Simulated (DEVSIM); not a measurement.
Structure: abrupt Si n-p junction, at 300 K.

| layer (left to right) | material | thickness (μm) | Nd (cm⁻³) | Na (cm⁻³) | τn (s) | τp (s) |
|---|---|---|---|---|---|---|
| 1 | Si | 2.00 | 7.6e16 | - | 9.3e-7 | 9.3e-7 |
| 2 | Si | 16.0 | - | 3.5e17 | 9.3e-7 | 9.3e-7 |

Left contact: ohmic. Right contact: ohmic. Voltage is applied to the left contact. Recombination: SRH at mid-gap. Gap narrowing is on: ΔEg = 6.92 meV × (l + √(l² + 0.5)), l = ln(N/1.3e17 cm⁻³), shared equally by both band edges. Mobility is constant in doping. Where it depends on doping, it is μmin + (μ − μmin)/(1 + (N/Nref)^α).

Constants are typed, rounded textbook-type inputs, not results; the design itself was drawn at random and stands for no fabricated device. Values at 300 K; Nc and Nv go as T^1.5, mobilities as T to minus their exponent, the gap by Varshni's rule with the affinity fixed. The table also holds parameters that only a changed run uses.

| parameter | Si |
|---|---|
| gap (eV) | 1.124 |
| affinity (eV) | 4.05 |
| permittivity | 11.7 |
| Nc (cm⁻³) | 2.86e19 |
| Nv (cm⁻³) | 3.1e19 |
| μn (cm²/Vs) | 1417 |
| μp (cm²/Vs) | 470 |
| μn,min | 52 |
| μp,min | 45 |
| Nref,n | 9.7e16 |
| Nref,p | 2.2e17 |
| αn | 0.68 |
| αp | 0.72 |
| T exponent of μn | 2.3 |
| T exponent of μp | 2.2 |
| Cn (cm⁶/s) | 2.8e-31 |
| Cp (cm⁶/s) | 9.9e-32 |
| Varshni α (eV/K) | 0.000473 |
| Varshni β (K) | 636 |

Simulated with DEVSIM: 1D drift-diffusion, Boltzmann statistics, complete ionisation; no tunnelling, impact ionisation, image-force lowering or self-heating.

Base results: dark forward voltage at 1 A/cm² (V) 0.638; dark forward voltage at 100 A/cm² (V) 0.765; potential step across the device at zero bias (V) 0.846; largest field in the device at zero bias (V/cm) 120000.

Question: What follows from this one change: temperature 300 → 400 K?

Answer: dark forward voltage at 1 A/cm² 0.638 → 0.432 V; dark forward voltage at 100 A/cm² 0.765 → 0.604 V; potential step across the device at zero bias 0.846 → 0.699 V; largest field in the device at zero bias 120000 → 110000 V/cm.

Question: What follows from this one change: thickness of layer 2 16 → 9.6 μm?

Answer: dark forward voltage at 1 A/cm² little changed (0.636 V); dark forward voltage at 100 A/cm² 0.765 → 0.760 V; potential step across the device at zero bias little changed (0.846 V); largest field in the device at zero bias little changed (120000 V/cm).

Question: What follows from this one change: thickness of layer 1 2 → 1.2 μm?

Answer: dark forward voltage at 1 A/cm² 0.638 → 0.626 V; dark forward voltage at 100 A/cm² 0.765 → 0.752 V; potential step across the device at zero bias little changed (0.846 V); largest field in the device at zero bias little changed (120000 V/cm).

Question: What follows from this one change: doping Na of layer 2 3.5e+17 → 3.5e+16 cm^-3?

Answer: dark forward voltage at 1 A/cm² 0.638 → 0.627 V; dark forward voltage at 100 A/cm² 0.765 → 0.771 V; potential step across the device at zero bias 0.846 → 0.793 V; largest field in the device at zero bias 120000 → 74000 V/cm.

Question: What follows from this one change: doping-dependent mobility in place of the constant one?

Answer: dark forward voltage at 1 A/cm² 0.638 → 0.649 V; dark forward voltage at 100 A/cm² 0.765 → 0.784 V; potential step across the device at zero bias little changed (0.846 V); largest field in the device at zero bias little changed (120000 V/cm).
